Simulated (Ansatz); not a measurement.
Functionals compared on a constructed model of the (0001) surface of hcp Os, a pseudomorphic layer of Au in the host's stacking (bottom of the slab: a bare face, its two planes held), in Ansatz (plane waves, PAW). The structure was relaxed with PBE; the other rows are single points on it. Cutoff 420 eV (500 eV for r2SCAN).

Set-up: 7 atoms, 13.3 Å thick at the start; mesh 16x16x1; 0.1 eV smearing; dipole correction on; 2 atoms held, the rest relaxed; held to the start's symmetry, so lower structures may exist; no spin, no spin-orbit, no U. It is one candidate, not shown to be the stable structure of the face. These notes are the PBE run's.

| functional | work function of the top face (eV) | rough cost of the single point |
|---|---|---|
| PBE | 5.17 | – |
| RPBE | ? | roughly 30 core-seconds |
| r2SCAN | 5.20 | roughly 70 core-seconds |

Problem. Fill in the missing entries.

Solution. 
- RPBE, work function of the top face (eV): 4.99

Ansatz is an electronic-structure program.
